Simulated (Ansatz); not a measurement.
For zinc blende SiC at 700 K, the quasi-harmonic free energy with DFT at the LDA level (Ansatz, a program for electronic structure) gives a volume expansion coefficient α_V = 12.60 × 10⁻⁶ K⁻¹, an isothermal bulk modulus B_T = 238.3 GPa, a molar volume V_m = 12.109 cm³/mol and C_V = 43.36 J/(mol K). Another polymorph of this substance is known too; which is more stable was not tested here. Dynamical quadrupoles are not included in the interpolation of the phonons between the solved wave vectors. The pressure is 5 GPa. The structure is held there; whether it is the stable one at that pressure was not tested.

### Question
Work out the Grüneisen parameter, C_P and the adiabatic bulk modulus.

### Answer
γ = α_V B_T V_m / C_V = 0.84. C_P − C_V = α_V² B_T V_m T = 0.32 J/(mol K), so C_P = 43.68 J/(mol K). B_S = B_T C_P/C_V = B_T (1 + α_V γ T) = 240.1 GPa.

The PAW data sets were generated under PBE and serve the other functionals too.
